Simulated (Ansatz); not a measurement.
Worked example: self-consistent single point of TePb (F-43m, 2 atoms in the cell) in Ansatz (a first-principles code)

Method: PBE (plane waves, PAW; Ansatz).

Input:

Ansatz 0.2 input:
```yaml
# TePb
crystal:
  lattice:
    - [0.000000, 3.588021, 3.588021]
    - [3.588021, 0.000000, 3.588021]
    - [3.588021, 3.588021, 0.000000]
  atoms:
    - { symbol: Te, position: [0.250000, 0.250000, 0.250000] }
    - { symbol: Pb, position: [0.000000, 0.000000, 0.000000] }
kpoints:
  mp_grid: { grid: [7, 7, 7] }
hamiltonian:
  xc: pbe
  pseudopotentials: { kind: paw }
scf:
  occupations: { method: fermi_dirac, width: 0.1 }
output:
  forces: true
  eigenvalues: true
  stress: true
```

Output, abridged:

```
WARN basis.ecutwfc = 420 eV, the default
WARN ansatz: RAYON_NUM_THREADS=1 ignored (pool sized by the plan → 1); use --threads N
Pseudopotentials: kind: paw
Pseudopotential: Te, paw, valence charge 16
Pseudopotential: Pb, paw, valence charge 14
Crystal: 2 atoms, lattice volume = 92.384 Å³
Basis set: ecut = 420 eV, 1807 PW (Γ), exchange–correlation on 72×72×72 points (8 copies of the dense FFT grid, shifted against one another)
Bands: 19, of which v1, the nominal top of the filled ones, is band 15 counted from 1 (14 counted from 0)
Symmetry: 24 space group operations
Space group: F-43m (ITA 216), of the structure as read, at distance tolerance 4.5e-5 Å
k-points: 20 of 343 (time reversal used)
Initial density: superposition of atomic densities (neutral atoms: chi_scale 0, normalization atom), corrected by the library's trained network
Initial wavefunctions: pseudopotential atomic-orbital guess
Eigensolver: davidson
Functional: x = pbe(κ = 0.804, μ = 0.2195149727645171), c = pbe(β = 0.06672455060314922)
SCF iter   1: F=—  HF=-18886.779563 eV  |F-HF|=—  |Δ(HF+E_count)|=         —  Δρ=2.29e-3  dr2=1.39e-2  ethr=1.77e-3  ⟨swp⟩=6.5  Hψ=1973  notcnv=0
all-band conjugate gradients solve this SCF's bands
preconditioner: auto → none
SCF iter   2: F=—  HF=-18886.775225 eV  |F-HF|=—  |Δ(HF+E_count)|=   4.34e-3  Δρ=9.81e-4  dr2=1.86e-3  ethr=4.62e-5  ⟨swp⟩=3.0  Hψ=833  notcnv=0
SCF iter   3: F=—  HF=-18886.774721 eV  |F-HF|=—  |Δ(HF+E_count)|=   5.05e-4  Δρ=4.11e-4  dr2=1.54e-4  ethr=6.22e-6  ⟨swp⟩=3.0  Hψ=646  notcnv=0
SCF iter   4: F=—  HF=-18886.774870 eV  |F-HF|=—  |Δ(HF+E_count)|=   1.49e-4  Δρ=1.31e-4  dr2=1.38e-5  ethr=5.13e-7  ⟨swp⟩=2.0  Hψ=687  notcnv=0
SCF iter   5: F=—  HF=-18886.774866 eV  |F-HF|=—  |Δ(HF+E_count)|=   4.13e-6  Δρ=4.86e-5  dr2=1.31e-6  ethr=4.60e-8  ⟨swp⟩=2.0  Hψ=568  notcnv=0
SCF iter   6: F=—  HF=-18886.774867 eV  |F-HF|=—  |Δ(HF+E_count)|=   1.35e-6  Δρ=2.11e-5  dr2=3.54e-7  ethr=4.36e-9  ⟨swp⟩=2.0  Hψ=687  notcnv=0
SCF iter   7: F=-18886.774867 eV  HF=-18886.774867 eV  |F-HF|=2.05e-8  |Δ(HF+E_count)|=   1.53e-7  Δρ=5.56e-6  dr2=2.39e-8  ethr=3.33e-10  ⟨swp⟩=6.0  Hψ=1707  notcnv=0
SCF 1 converged in 7 iterations: F = -18886.774867 eV  dr2 = 2.39e-8
SCF converged after 7 iterations
Free energy (F): -18886.774867 eV
Harris-Foulkes:  -18886.774867 eV  (|F-HF|=2.05e-8)
Internal energy: -18886.771786 eV  (E = F + TS)
E sigma→0 (E₀):  -18886.773326 eV
Entropy (-TS):   -0.003081 eV (-1.541 meV/atom)
Fermi energy:    5.703964 eV
--- Per-component energies (eV) ---
  E_band       = -418.794459
  E_kinetic    = 468.223820
  E_local      = -3108.687224  (includes V_loc(G=0)·N_el)
  E_nonlocal   = 39.475916
  E_hartree    = 1565.044199
  E_xc         = -345.198502
  E_vxc        = -236.445686  (∫ρ·V_xc dr)
  E_paw        = -15065.946684  (= ΣΔE_a)
  E_vpaw       = -711.456364  (= ΣTr[D̂ρ^β])
  E_aug_tail   = -0.000158  (compensation charges beyond the density's cutoff)
  E_ewald      = -2439.683152
  E_smearing   = -0.003081  (= −TS)
  E_closure    = 0.000000  (closes the sum)
  Σ components = -18886.774867   (vs F -18886.774867, Δ=0.00e0)
--- Forces (eV/Å), atoms counted from 1 ---
  atom   1  Te     0.00000000    -0.00000000     0.00000000
  atom   2  Pb    -0.00000000     0.00000000     0.00000000
  max |Σ_I F_I| component: 5.00e-16 eV/Å
--- Stress (GPa, compression-positive) ---
        1.844907       0.000000      -0.000000
        0.000000       1.844907       0.000000
       -0.000000       0.000000       1.844907
  P = ⅓ Tr σ = 1.8449 GPa (18.449 kbar)
  The stress holds the Pulay correction. Without it, at fixed plane waves, as pw.x and ABINIT print it: P = 1.8287 GPa
--- Band table (eV; the first three rows and the last of 20) ---
  k-point 0: bands = ["-30.8444", "-30.8444", "-30.8444", "-30.8406", "-30.8406", "-11.5392", "-11.5392", "-11.5392", "-11.5097", "-11.5097", "-6.2049", "-0.6627", "3.8761", "3.8761", "3.8761", "6.9237", "6.9237", "6.9237", "9.5225"]
  k-point 1: bands = ["-30.8444", "-30.8444", "-30.8444", "-30.8406", "-30.8406", "-11.5415", "-11.5380", "-11.5380", "-11.5096", "-11.5096", "-6.0921", "-1.0144", "3.7380", "3.7380", "3.8437", "7.0608", "7.1445", "7.1445", "10.2410"]
  k-point 2: bands = ["-30.8444", "-30.8444", "-30.8444", "-30.8406", "-30.8406", "-11.5466", "-11.5355", "-11.5355", "-11.5094", "-11.5094", "-5.7950", "-1.7688", "3.4808", "3.4808", "3.6377", "7.5365", "7.5366", "7.8842", "11.0882"]
  k-point 19: bands = ["-30.8444", "-30.8443", "-30.8442", "-30.8406", "-30.8406", "-11.5574", "-11.5310", "-11.5275", "-11.5114", "-11.5082", "-5.0709", "-2.9725", "2.1807", "2.6052", "5.2882", "7.2994", "8.3142", "9.1996", "10.9271"]
```

The run converged in 7 iterations.

The starting cell was generated: these elements placed on a structure prototype, without a prior relaxation; it need not be a known phase or ordering of this composition. Spin-orbit coupling is off. Ansatz's pressure includes its estimate of the finite-basis (Pulay) stress.
